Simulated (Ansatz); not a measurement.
Adsorption energy and surface dipole of H on the 1x1 (101) surface of anatase TiO2 (cut with top plane O), one in a 2x1 cell, started at the site 'top O', worked from the runs' numbers; total energies count from the potentials' own zero.

Host crystal: anatase TiO2, with a band gap (PBE, scalar-relativistic without spin-orbit coupling).

These are PBE (plane waves to 420 eV, PAW; Ansatz, a program for electronic structure) values and carry that method's errors.

Set-up: 37 atoms, 9.4 Å thick at the start under the adsorbate (thin: gaps and levels are the slab's own); mesh 3x4x1; 0.01 eV smearing; dipole correction on; 14 atoms held, the rest relaxed; no symmetry held; spin-polarised, ending with about 0.5 μB a cell, a value that depends on the mesh; orders that need a larger cell were not tried, no spin-orbit, no U, no dispersion correction. The slab shows no gap over 0.04 eV on its mesh. At the end it is bonded to O. In PBE it is, or lies within 0.03 eV of, the lowest of the starts that converged.

```
quantity                                                            value
----------------------------------------------------------  -------------
slab with the adsorbate                                     -43678.504 eV
clean slab, same cell and mesh                              -43662.869 eV
reference, ½ H2(g)                                             -15.872 eV
area of the cell                                                 39.58 Å²
change of the step from the bottom to the top vacuum level      -1.043 eV
```

Problem. What is the adsorption energy against this reference?

Solution. E(slab + adsorbate) − E(slab) − E(reference) = 0.24 eV, so in this state the adsorbate is less stable than in the reference, at a coverage of 2.53 a nm².

Problem. What dipole does adsorption add to the slab along the outward normal (Helmholtz relation, ε₀ = 0.005526 e/(V·Å))?

Solution. p = −ε₀·A·ΔV = 0.228 e·Å = 1.10 D; its positive end points to the vacuum, which lowers the vacuum level.
